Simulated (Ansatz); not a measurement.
**rock-salt ZrN: the defect Ru on the Zr site**

Level of theory: PBE, PAW (plane waves to 420 eV; Ansatz, a quantum-chemistry and plane-wave program). Cell: 64 sites, 2×2×2; final energies on a 4×4×4 shifted mesh. The relaxation kept the symmetry of the starting site. Site at the start: the Zr site. Finite-size and sampling errors can reach tenths of an eV here.  Spin–orbit coupling is left out. Each state is the lowest found from its start.

| charge | moment (μB) | point group | largest move off a lattice site (Å) | above the lowest spin state (eV) |
|---|---|---|---|---|
| 0 | 0.0 | Oh | 0.02 | 0.00 |
| 0 | not spin-polarised | Oh | 0.02 | 0.00 |

Point groups are those of the whole cell at tolerances of 0.03 and 0.1 Å ("near" where only the looser one holds); none is given for unsettled states.

Starting moments that weren't kept: charge 0 began with 4 μB and ended with 0.0.

All states together cost roughly 22 core-minutes.
